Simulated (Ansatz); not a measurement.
## Worked example: self-consistent single point of Si2W (I4/mmm, 3 atoms in the cell) in Ansatz

Computed with PBE (plane waves, PAW; Ansatz, a first-principles code).

This input was run:

Ansatz 0.2 input:
```yaml
crystal:
  lattice:
    - [-1.59948900, 1.59948900, 3.88191500]
    - [1.59948900, -1.59948900, 3.88191500]
    - [1.59948900, 1.59948900, -3.88191500]
  atoms:
    - { symbol: Si, position_ang: [0.00000000, -0.00000000, 2.60080541] }
    - { symbol: Si, position_ang: [0.00000000, -0.00000000, 5.16302459] }
    - { symbol: W, position_ang: [0.00000000, 0.00000000, 0.00000000] }
kpoints:
  mp_grid:
    grid: [17, 17, 17]
hamiltonian:
  xc: pbe
  pseudopotentials:
    kind: paw
scf:
  occupations:
    method: gaussian
    width: 0.05
output:
  forces: true
  eigenvalues: true
  stress: true
```

Log, with long lists cut:

```
WARN basis.ecutwfc = 420 eV, the default
WARN ansatz: RAYON_NUM_THREADS=1 ignored (pool sized by the plan → 1); use --threads N
Pseudopotentials: kind: paw
Pseudopotential: Si, paw, valence charge 4
Pseudopotential: W, paw, valence charge 14
Crystal: 3 atoms, lattice volume = 39.725 Å³
Basis set: ecut = 420 eV, 769 PW (Γ), exchange–correlation on 64×64×64 points (8 copies of the dense FFT grid, shifted against one another)
Bands: 15, of which v1, the nominal top of the filled ones, is band 11 counted from 1 (10 counted from 0)
Symmetry: 16 space group operations
Space group: I4/mmm (ITA 139), of the structure as read, at distance tolerance 3.4e-5 Å
k-points: 405 of 4913
Initial density: superposition of atomic densities (neutral atoms: chi_scale 0, normalization atom), corrected by the library's trained network
Initial wavefunctions: pseudopotential atomic-orbital guess
Eigensolver: davidson
Functional: x = pbe(κ = 0.804, μ = 0.2195149727645171), c = pbe(β = 0.06672455060314922)
SCF iter   1: F=—  HF=-11657.429238 eV  |F-HF|=—  |Δ(HF+E_count)|=         —  Δρ=3.58e-3  dr2=2.27e-3  ethr=1.77e-3  ⟨swp⟩=5.4  Hψ=35602  notcnv=0
all-band conjugate gradients solve this SCF's bands
preconditioner: auto → Kerker (q_TF=auto, 2.472 Å⁻¹)
SCF iter   2: F=—  HF=-11657.429476 eV  |F-HF|=—  |Δ(HF+E_count)|=   2.38e-4  Δρ=2.07e-3  dr2=9.03e-4  ethr=1.03e-5  ⟨swp⟩=1.0  Hψ=9326  notcnv=0
SCF iter   3: F=—  HF=-11657.429529 eV  |F-HF|=—  |Δ(HF+E_count)|=   5.31e-5  Δρ=2.00e-4  dr2=1.74e-5  ethr=4.10e-6  ⟨swp⟩=2.5  Hψ=8632  notcnv=0
SCF iter   4: F=—  HF=-11657.429534 eV  |F-HF|=—  |Δ(HF+E_count)|=   4.26e-6  Δρ=8.08e-5  dr2=1.90e-6  ethr=7.93e-8  ⟨swp⟩=2.4  Hψ=8532  notcnv=0
SCF iter   5: F=—  HF=-11657.429534 eV  |F-HF|=—  |Δ(HF+E_count)|=   1.44e-7  Δρ=1.45e-5  dr2=1.08e-7  ethr=8.65e-9  ⟨swp⟩=2.3  Hψ=8592  notcnv=0
SCF iter   6: F=-11657.429534 eV  HF=-11657.429534 eV  |F-HF|=2.33e-9  |Δ(HF+E_count)|=   1.22e-8  Δρ=2.91e-6  dr2=4.20e-9  ethr=4.55e-10  ⟨swp⟩=4.2  Hψ=19884  notcnv=0
the search or the solves at the SCF's close seem to have found levels that the self-consistency loop had missed (the run counts 1) …
SCF 1 converged in 6 iterations: F = -11657.429534 eV  dr2 = 4.20e-9
SCF converged after 6 iterations
Free energy (F): -11657.429534 eV
Harris-Foulkes:  -11657.429534 eV  (|F-HF|=2.33e-9)
Internal energy: -11657.429246 eV  (E = F + TS)
E sigma→0 (E₀):  -11657.429390 eV
Entropy (-TS):   -0.000288 eV (-0.096 meV/atom)
Fermi energy:    17.093780 eV
--- Per-component energies (eV) ---
  E_band       = -73.440446
  E_kinetic    = 543.443927
  E_local      = -934.346956  (includes V_loc(G=0)·N_el)
  E_nonlocal   = 50.976617
  E_hartree    = 368.479128
  E_xc         = -382.770430
  E_vxc        = -339.699289  (∫ρ·V_xc dr)
  E_paw        = -9588.518721  (= ΣΔE_a)
  E_vpaw       = -130.774694  (= ΣTr[D̂ρ^β])
  E_aug_tail   = -0.000056  (compensation charges beyond the density's cutoff)
  E_ewald      = -1714.692754
  E_smearing   = -0.000288  (= −TS)
  E_closure    = 0.000000  (closes the sum)
  Σ components = -11657.429534   (vs F -11657.429534, Δ=0.00e0)
--- Forces (eV/Å), atoms counted from 1 ---
  atom   1  Si     0.00000000     0.00000000    -0.16841178
  atom   2  Si    -0.00000000    -0.00000000     0.16841178
  atom   3  W     -0.00000000     0.00000000     0.00000000
  max |Σ_I F_I| component: 1.11e-16 eV/Å
--- Stress (GPa, compression-positive) ---
        6.807021       0.000000      -0.000000
        0.000000       6.807021       0.000000
        0.000000       0.000000       9.642048
  P = ⅓ Tr σ = 7.7520 GPa (77.520 kbar)
  The stress holds the Pulay correction. Without it, at fixed plane waves, as pw.x and ABINIT print it: P = 7.7016 GPa
--- Band table (eV; the first three rows and the last of 405) ---
  k-point 0: bands = ["-56.6543", "-20.9682", "-20.9458", "-20.9458", "2.8663", "10.1187", "13.4254", "13.6732", "14.1811", "14.1811", "17.6803", "19.9413", "19.9689", "20.1641", "20.1641"]
  k-point 1: bands = ["-56.6537", "-20.9667", "-20.9535", "-20.9525", "2.9805", "10.2223", "12.9889", "13.6993", "13.8842", "14.6387", "17.0950", "19.7745", "20.2530", "20.2894", "20.3275"]
  k-point 2: bands = ["-56.6521", "-20.9751", "-20.9717", "-20.9625", "3.3172", "10.5131", "12.4113", "13.1929", "13.7826", "15.1969", "15.8750", "19.5714", "20.4841", "20.5391", "21.0343"]
  k-point 404: bands = ["-56.6538", "-20.9865", "-20.9551", "-20.9464", "5.2497", "5.9903", "13.0582", "14.3012", "16.1035", "16.3427", "16.4758", "16.5976", "17.9742", "21.8596", "22.3550"]
```

The run converged in 6 iterations.

The starting cell comes from a database of computed structures (which also holds hypothetical and non-ambient phases and stackings), without a prior relaxation at this level. Its lattice was rescaled by a random factor within 2.5 % of one. Spin-orbit coupling is off. Spin polarisation is off. With a pressure of about 8 GPa the cell is away from its equilibrium volume at this level. Ansatz's pressure includes its estimate of the finite-basis (Pulay) stress.
